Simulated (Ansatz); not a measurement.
BeSe (model structure, Fm-3m, No. 225, 2 atoms in the cell) was calculated with LDA (Ansatz, an electronic-structure program, PAW).

Run with plane-wave cutoff 520 eV, 20×20×20 k mesh, Fermi–Dirac smearing 0.05 eV, scalar-relativistic PAW data made under PBE.

Cell (relaxed at this level):

```
BeSe
1.0
    0.00000     2.41581     2.41581
    2.41581     0.00000     2.41581
    2.41581     2.41581     0.00000
Be Se
1 1
Direct
  0.00000   0.00000   0.00000
  0.50000   0.50000   0.50000
```

### Question
Give the computed band gap, direct gap at Γ and bulk modulus B0.

### Answer

- band gap = 0.06 eV (under three smearing widths, so not firm)
- direct gap at Γ = 4.25 eV
- bulk modulus B0 = 98.6 GPa

Note: the bulk modulus is −V dP/dV from two relaxed cells at ±2 % in volume; the relaxation could raise the start's symmetry but not lower it, so the cell can be a saddle point.

Spin–orbit coupling is not included; it can close the smallest gap of 0.06 eV.

Computed values are for the static lattice.

A model structure was made by putting elements into a prototype or built by hand; it is no filed structure, need not be a known phase, and can be a saddle point held by its symmetry.
